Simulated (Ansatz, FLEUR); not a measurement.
An Ansatz (a program for electronic structure) input for a self-consistent single point of NaF (Fm-3m, 2 atoms in the cell) (DFT, PBE, plane waves, default PAW files):

Ansatz 0.2 input:
```yaml
# NaF
crystal:
  lattice:
    - [0.000000, 2.267379, 2.267379]
    - [2.267379, 0.000000, 2.267379]
    - [2.267379, 2.267379, 0.000000]
  atoms:
    - { symbol: Na, position: [0.000000, 0.000000, 0.000000] }
    - { symbol: F, position: [0.500000, 0.500000, 0.500000] }
kpoints:
  mp_grid: { grid: [10, 10, 10] }
hamiltonian:
  xc: pbe
  pseudopotentials: { kind: paw }
scf:
  occupations: { method: fixed }
output:
  forces: true
  eigenvalues: true
  stress: true
```

Problem. Write the same calculation as an input for FLEUR.

Solution. This is the input that was run; spellings and numerical settings could be chosen otherwise.

Input of the input generator:

```
scf NaF
&input film=f /
-0.0000000000 4.2847253307 4.2847253307
4.2847253307 0.0000000000 4.2847253307
4.2847253307 4.2847253307 -0.0000000000
1.0
1.0 1.0 1.0

2
11 0.0000000000 0.0000000000 0.0000000000
9 0.5000000000 0.5000000000 0.5000000000

&comp jspins=1 /
&kpt div1=10 div2=10 div3=10 gamma=t /
&end /
```

```xml
<?xml version="1.0" encoding="UTF-8" standalone="no"?>
<fleurInput fleurInputVersion="0.39">
   <comment>
      scf NaF                                                                                             
   </comment>
   <calculationSetup>
      <cutoffs Kmax="4.4" Gmax="17.6" GmaxXC="17.6" numbands="0"/>
      <scfLoop itmax="80" minDistance="0.00001" maxIterBroyd="15" imix="Anderson" alpha="0.05" precondParam="0.0" spinf="2.0"/>
      <coreElectrons ctail="T" frcor="F" kcrel="0" coretail_lmax="0"/>
      <xcFunctional name="pbe" relativisticCorrections="F"/>
      <magnetism jspins="1"/>
      <soc l_soc="F" theta="0.0" phi="0.0" spav="F"/>
      <expertModes spex="0" secvar="F"/>
      <geometryOptimization l_f="T" forcealpha="1.0" forcemix="BFGS" epsdisp="0.00001" epsforce="0.00001"/>
      <ldaU l_linMix="F" mixParam="0.05" spinf="1.0"/>
   </calculationSetup>
   <cell>
      <bzIntegration valenceElectrons="16.0" mode="hist" fermiSmearingEnergy="0.0001">
         <kPointListSelection listName="default-1"/>
         <!-- k-points included here -->
         <xi:include xmlns:xi="http://www.w3.org/2001/XInclude" href="kpts.xml"> </xi:include>
      </bzIntegration>
      <!-- symmetry operations included here -->
      <xi:include xmlns:xi="http://www.w3.org/2001/XInclude" href="sym.xml"> </xi:include>
      <bulkLattice scale="1.0">
         <bravaisMatrix>
            <row-1>    0.0000000000000000     4.2847253306999997     4.2847253306999997</row-1>
            <row-2>    4.2847253306999997     0.0000000000000000     4.2847253306999997</row-2>
            <row-3>    4.2847253306999997     4.2847253306999997     0.0000000000000000</row-3>
         </bravaisMatrix>
      </bulkLattice>
   </cell>
   <atomSpecies>
      <species name="Sodium (Na)" element="Na" atomicNumber="11">
         <mtSphere radius="2.10" gridPoints="741" logIncrement="0.015"/>
         <atomicCutoffs lmax="8" lnonsphr="6"/>
         <electronConfig flipSpins="F">
            <coreConfig>(1s1/2)</coreConfig>
            <valenceConfig>(2s1/2) (2p1/2) (2p3/2) (3s1/2)</valenceConfig>
            <stateOccupation state="(3s1/2)" spinUp="0.5" spinDown="0.5"/>
         </electronConfig>
         <energyParameters s="3" p="3" d="3" f="4"/>
         <lo type="SCLO" l="0" n="2" eDeriv="0"/>
         <lo type="SCLO" l="1" n="2" eDeriv="0"/>
      </species>
      <species name="Fluorine (F)" element="F" atomicNumber="9">
         <mtSphere radius="1.82" gridPoints="641" logIncrement="0.017"/>
         <atomicCutoffs lmax="8" lnonsphr="6"/>
         <electronConfig flipSpins="F">
            <coreConfig>(1s1/2)</coreConfig>
            <valenceConfig>(2s1/2) (2p1/2) (2p3/2)</valenceConfig>
            <stateOccupation state="(2p1/2)" spinUp="0.8333333333333" spinDown="0.8333333333333"/>
            <stateOccupation state="(2p3/2)" spinUp="1.6666666666667" spinDown="1.6666666666667"/>
         </electronConfig>
         <energyParameters s="2" p="2" d="3" f="4"/>
      </species>
   </atomSpecies>
   <atomGroups>
      <atomGroup species="Sodium (Na)">
         <relPos label="                   1">.0000000000 .0000000000 .0000000000</relPos>
         <force calculate="T" relaxXYZ="TTT"/>
      </atomGroup>
      <atomGroup species="Fluorine (F)">
         <relPos label="                   2">1.000/2.000 1.000/2.000 1.000/2.000</relPos>
         <force calculate="T" relaxXYZ="TTT"/>
      </atomGroup>
   </atomGroups>
   <output dos="F" band="F" slice="F">
      <checks vchk="F" cdinf="F"/>
      <bandDOS minEnergy="-.5*Htr" maxEnergy="0.5*Htr" sigma="0.015" storeEVData="T"/>
      <vacuumDOS vacdos="F" integ="F" star="F" nstars="0" locx1="0.0" locy1="0.0" locx2="0.0" locy2="0.0" nstm="0" tworkf="0.0"/>
      <unfoldingBand unfoldBand="F" supercellX="1" supercellY="1" supercellZ="1"/>
      <plotting iplot="0" polar="F">
         <plot TwoD="T" vec1="  1.0  0.0  0.0" vec2="  0.0  1.0  0.0" vec3="  0.0  0.0  1.0" zero="  0.0  0.0  0.0" file="plot"/>
      </plotting>
      <chargeDensitySlicing numkpt="0" minEigenval="0.0" maxEigenval="0.0" nnne="0" pallst="F"/>
      <specialOutput eonly="F"/>
      <magneticCircularDichroism mcd="F" energyLo="-10.0" energyUp="0.0"/>
   </output>
  <!-- We include the file relax.xml here to enable relaxations (see documentation) -->
  <xi:include xmlns:xi="http://www.w3.org/2001/XInclude" href="relax.xml"> <xi:fallback/> </xi:include>
</fleurInput>
```

Basis, cutoffs, solver keys and any potentials are the target program's own. This input uses DFT, PBE, all-electron FLAPW (FLEUR), scalar-relativistic valence. Both were run: gap on the mesh 6.682 eV in Ansatz and 6.863 in FLEUR.

On FLEUR: the starting cell comes from a database of computed structures (which also holds hypothetical and non-ambient phases and stackings), without a prior relaxation at this level. Its lattice was rescaled by a random factor within 2.5 % of one. Values depend on the basis (sphere radii, cutoffs, local orbitals), which need not be converged.

On Ansatz: the starting cell comes from a database of computed structures (which also holds hypothetical and non-ambient phases and stackings), without a prior relaxation at this level. Its lattice was rescaled by a random factor within 2.5 % of one. With a pressure of about 6 GPa the cell is away from its equilibrium volume at this level.
